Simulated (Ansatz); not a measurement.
A relaxation of the atoms of P (P2/m, 2 atoms in the cell) with Ansatz (an electronic-structure program).

Level of theory: LDA (PW92), default PAW files made with PBE (plane waves; Ansatz).

The change in words: one atom moved by 0.15 angstrom; relax: default → atoms; relax.f_tol: default → 0.001 eV/Å. Reference geometry:
```
P
1.0
    2.43681     0.00000     0.00000
    0.00000     2.45073     0.00000
   -0.02042     0.00000     4.87670
P
2
Direct
  0.00000   0.00000   0.25057
  0.00000   0.00000   0.74943
```

Reference input (self-consistent single point, DFT, LDA (PW92), plane waves, default PAW files made with PBE): basis.ecutwfc = 420 eV; kpoints.mp_grid.grid = 13 13 7; hamiltonian.xc = lda; hamiltonian.pseudopotentials = {kind: paw} (the program's default PAW files); scf.occupations.method = gaussian; scf.occupations.width = 0.1 eV. This run's input differs from it in these lines:

```diff
@@ -7,3 +7,3 @@
   atoms:
-    - { symbol: P, position: [0.000000, 0.000000, 0.250570] }
+    - { symbol: P, position: [0.000258, 0.000000, 0.281329] }
     - { symbol: P, position: [0.000000, 0.000000, 0.749430] }
@@ -18,2 +18,4 @@
   occupations: { method: gaussian, width: 0.1 }
+relax:
+  f_tol: 0.001
 output:
```

Output (repeated stretches shortened):

```
   [... SCF lines of the steps left out ...]
relax step   1: F+E_penalty+E_count = -1451.93524906 eV  Δ(F+E_penalty+E_count) = +0.000e0 eV  max|allowed force component| = 4.754e-1 eV/Å  Δτ_max = 0.0000 Å  (6 SCF iters, dr2 threshold 1.00e-7 eV, accepted)
relax step   2: F+E_penalty+E_count = -1451.94663784 eV  Δ(F+E_penalty+E_count) = -1.139e-2 eV  max|allowed force component| = 3.785e-1 eV/Å  Δτ_max = 0.0135 Å  (6 SCF iters, dr2 threshold 1.41e-5 eV, accepted)
relax step   3: F+E_penalty+E_count = -1451.96845085 eV  Δ(F+E_penalty+E_count) = -2.181e-2 eV  max|allowed force component| = 5.615e-3 eV/Å  Δτ_max = 0.0632 Å  (6 SCF iters, dr2 threshold 8.96e-6 eV, accepted)
relax step   4: F+E_penalty+E_count = -1451.96845085 eV  Δ(F+E_penalty+E_count) = -2.115e-10 eV  max|allowed force component| = 5.614e-3 eV/Å  Δτ_max = 0.0000 Å  (6 SCF iters, accepted)
relax step   5: F+E_penalty+E_count = -1451.96845806 eV  Δ(F+E_penalty+E_count) = -7.209e-6 eV  max|allowed force component| = 4.372e-4 eV/Å  Δτ_max = 0.0012 Å  (6 SCF iters, accepted)
the relaxation is at rest under the 4 symmetry operations that the run kept from its start: a minimum is not shown …
Free energy (F): -1451.968458 eV
Internal energy: -1451.965305 eV  (E = F + TS)
E sigma→0 (E₀):  -1451.966881 eV
Entropy (-TS):   -0.003153 eV (-1.577 meV/atom)
Fermi energy:    10.918072 eV
--- Forces (eV/Å), atoms counted from 1 ---
  atom   1  P     -0.00043723     0.00000000    -0.00033556
  atom   2  P      0.00043723     0.00000000     0.00033556
--- Stress (GPa, compression-positive) ---
       -4.152314       0.000000       0.232411
        0.000000      -4.722906       0.000000
        0.232411       0.000000      -2.663520
  P = ⅓ Tr σ = -3.8462 GPa (-38.462 kbar)
  The stress holds the Pulay correction. Without it, at fixed plane waves, as pw.x and ABINIT print it: P = -3.9020 GPa
--- Relaxed structure (5 steps of the walk, 5 accepted, 0 SCFs on fresh bases) ---
  F+E_penalty+E_count = -1451.96845806 eV   max|allowed force component| = 4.372e-4 eV/Å
  atoms:
    - { symbol: P, position: [0.0001750966600762619, 0.0, 0.2653947326990296] }
    - { symbol: P, position: [8.290333992373895e-5, 0.0, 0.7653642673009705] }
```

The run converged.  The full log also holds: “iter 4 did not close the SCF: its close was put off for the readings that it lacked (scf_convergence_deferred on its scf_iter line)”. The full log also holds: “iter 5 did not close the SCF: its close was put off for the readings that it lacked (scf_convergence_deferred on its scf_iter line)”.

Summary of the result:
| Item | Value |
|---|---|
| Free energy E − TS (on the zero of these files) | -1451.9685 eV |
| Fermi level (on the code's own zero) | 10.92 eV |
| Pressure | -3.85 GPa |
| Relaxation steps | 5 |

The starting cell comes from a database of computed structures (which also holds hypothetical and non-ambient phases and stackings), without a prior relaxation at this level. Its lattice was rescaled by up to half a per cent. For this run, on top of that: one atom moved by 0.15 angstrom. The relaxation keeps the symmetry of its start, so its end need not be a minimum. Ansatz's pressure includes its estimate of the finite-basis (Pulay) stress.

Cost on one core of a shared machine: roughly 50 s.

Keys are those of Ansatz 0.2.
